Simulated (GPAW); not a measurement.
# How a calculation on MgCrPbO₃ (Cm, 6 atoms in the cell) responds to its settings

```
MgCrPbO3
1.0
    2.83485    -2.79843     0.00000
    2.83485     2.79843     0.00000
   -2.59397     0.00000     5.22103
Mg Cr Pb O
1 1 1 3
Direct
  0.81781   0.81781   0.35031
  0.41255   0.41255   0.54208
  0.17952   0.17952   0.95432
  0.58986   0.58986   0.97171
  0.37104   0.87922   0.47412
  0.87922   0.37104   0.47412
```
Moments meant for the start (each program seeds them in its own way; μB, in the order of the atoms Mg Cr Pb O O O): 0.0 3.0 0.0 0.0 0.0 0.0.

Base run A: LDA (Perdew-Wang 92), GPAW PAW datasets LDA (gpaw-data 1.0.1) (GPAW), self-consistent single point.

Its settings: spinpol = true; mode = pw; ecut = 950 eV; xc = LDA; kpts = 3 3 3; mesh shift (steps) = 0 0 0; occupations.name = methfessel-paxton; occupations.width = 0.01 eV; occupations.order = 0; nbands = -4; convergence.bands = -2; symmetry.symmorphic = false; symmetry.tolerance = 0.0005; maxiter = 100.

The starting cell comes from a database of computed structures (which also holds hypothetical and non-ambient phases and stackings), without a prior relaxation at this level. Spin-orbit coupling is off. With one magnetic atom in the cell only a parallel order is possible. Without a gap this mesh is coarse (it stands for a supercell whose shortest vector is 12 Å).

Runs:
- B: xc: LDA → PBEsol; nbands: -4 → -10; convergence.bands: -2 → default; potentials: GPAW PAW datasets PBEsol (made by gpaw-setup) [PBEsol]
- C: xc: LDA → RPBE; nbands: -4 → -10; convergence.bands: -2 → default; potentials: GPAW PAW datasets RPBE (gpaw-data 1.0.1) [RPBE]
- D: xc: LDA → revPBE; nbands: -4 → -10; convergence.bands: -2 → default; potentials: GPAW PAW datasets revPBE (gpaw-data 1.0.1) [revPBE]
- E: xc: LDA → PW91; nbands: -4 → -10; convergence.bands: -2 → default; potentials: GPAW PAW datasets PW91 (made by gpaw-setup) [PW91]
- F: xc: LDA → vdW-DF2 (libvdwxc); nbands: -4 → -10; convergence.bands: -2 → default; potentials: GPAW PAW datasets PBE (gpaw-data 1.0.1) [vdW-DF2]
- G: xc: LDA → vdW-DF-cx (libvdwxc); nbands: -4 → -10; convergence.bands: -2 → default; potentials: GPAW PAW datasets PBE (gpaw-data 1.0.1) [vdW-DF-cx]

```tsv
run	largest force (eV/Å)	size of the net moment (μB/atom)
A	0.435	0.65
B	0.405	0.67
C	0.293	0.67
D	0.302	0.67
E	0.312	0.67
F	0.476	0.67
G	0.358	0.67
```

Run B against A: The largest force goes from 0.435 to 0.405 eV/Å and the size of the net moment hardly changes (0.65 to 0.67 μB/atom).

Run G against A: The largest force goes from 0.435 to 0.358 eV/Å and the size of the net moment moves little (0.65 to 0.67 μB/atom).

Run E against A: The largest force goes from 0.435 to 0.312 eV/Å and the size of the net moment hardly changes (0.65 to 0.67 μB/atom).

Left out of this page: 1 run of the series failed or unconverged.
